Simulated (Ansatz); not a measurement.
B (model structure, started from the lonsdaleite type, P6/mmm, No. 191, 4 atoms in the cell), treated with LDA (PAW; Ansatz, a program for electronic structure).

Run with plane-wave cutoff 520 eV, 24×24×12 k mesh (along the axes of the cell as run), Fermi–Dirac smearing 0.05 eV, scalar-relativistic PAW data made under PBE.

Cell (relaxed at this level):

B has the hexagonal space group P6/mmm (No. 191), Pearson symbol hP2. Conventional cell: a = b = 2.979 Å, c = 1.902 Å, α = β = 90.00°, γ = 120.00°. B on 2c is surrounded by 3 B at 1.720 Å and 2 B at 1.902 Å (trigonal bipyramidal). (Neighbours: up to the widest gap in distance over summed covalent radii, below 1.35, at either atom.)
(The calculation used a cell of 4 atoms; values per cell refer to that cell.)

Give the computed bulk modulus B0.


* **bulk modulus B0**: 196 GPa

The run finds no gap.

Note: the bulk modulus is −V dP/dV from two relaxed cells at ±2 % in volume; the relaxation could raise the start's symmetry but not lower it, so the cell can be a saddle point.

The computed numbers hold no vibrational or temperature effects.

Computing time: about 70 core-seconds (a rough figure).

A model structure was made by putting elements into a prototype or built by hand; it is no filed structure, need not be a known phase, and can be a saddle point held by its symmetry.
